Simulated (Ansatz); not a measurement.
The reference is ZnSe in the zinc blende structure (space group F-43m, No. 216; a = 5.665 Å).

Level of theory: r2SCAN, PAW, 500 eV (Ansatz, a quantum-chemistry and plane-wave program; no SOC).

For the base:

* **Hole mass**: 0.13, 0.60, 0.60 mₑ (at Γ)

Now apply this change: every lattice vector is stretched by 3.34 %, atoms relaxed at fixed cell.

Estimate the effect on the mean gap deformation potential ΔEg/Δln V and hole mass.

The mean gap deformation potential ΔEg/Δln V is -4.1 eV; the hole mass (degenerate bands, along [100]) changes from 0.13, 0.60, 0.60 mₑ (at Γ) to 0.11, 0.69, 0.69 mₑ (at Γ).

The cells carry an imposed strain or load. Effective masses come from finite differences of ±0.01 Å⁻¹. Whether these cells are dynamically stable was not tested.
